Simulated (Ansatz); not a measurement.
Start from GaAs (space group P4_2/mnm, No. 136; a = 7.0247 Å, c = 4.0616 Å; a hypothetical phase, not in the database extracts checked).

(Cell as relaxed with PBE.)

Levels (all Ansatz, a program for electronic structure, PAW): PBE (420 eV, no spin-orbit coupling); PBEsol (420 eV, spin-orbit coupling left out).

Each level relaxes its own structure.

| quantity | PBE | PBEsol |
|---|---|---|
| volume per atom | 25.05 Å³ | [?] |
| lattice parameter a | 7.025 Å | [?] |
| lattice parameter c | 4.062 Å | [?] |

Problem. What does PBEsol give?

Solution. 
- volume per atom, PBEsol: 23.94 Å³
- lattice parameter a, PBEsol: 6.917 Å
- lattice parameter c, PBEsol: 4.003 Å

PBE's volume per atom lies 1.11 Å³ above PBEsol's (4.7 %); PBE's lattice parameter a lies 0.108 Å above PBEsol's (1.6 %); PBE's lattice parameter c lies 0.059 Å above PBEsol's (1.5 %). Neither level is exact; PBEsol is the comparison here, not a measurement.

Stability against distortions was not tested.
